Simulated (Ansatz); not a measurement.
ZnWO4 (P2/c, No. 13), treated with PBEsol (plane waves, PAW; Ansatz, a program for electronic structure).

Settings: plane-wave cutoff 520 eV, 8×6×8 k mesh (along the axes of the cell as run), perturbation theory, no spin polarisation, scalar-relativistic PAW data made under PBE.

Cell (relaxed at this level):

```xyz
12
Lattice="4.6647 0.0000 0.0013 0.0000 5.7154 0.0000 -0.0513 0.0000 4.9072" Properties=species:S:1:pos:R:3 pbc="T T T"
W     -0.0128     1.0365     1.2268
W     -0.0385     4.6788     3.6804
Zn     2.3195     3.8742     1.2274
Zn     2.2939     1.8411     3.6810
O      0.9643     0.6043     4.5875
O      3.6234     0.6043     2.7746
O      3.6491     5.1111     0.3209
O      0.9899     5.1111     2.1339
O      1.1802     2.1495     1.9780
O      3.4588     2.1495     0.4769
O      3.4332     3.5659     2.9305
O      1.1546     3.5659     4.4316
```

Problem. Predict the high-frequency dielectric constant (mean over three axes) and dielectric constant ε0 (ions relaxed) (mean over three axes).

Solution. 
- high-frequency dielectric constant (mean over three axes) = 5.43
- dielectric constant ε0 (ions relaxed) (mean over three axes) = 18.9

Spin–orbit coupling is not included.
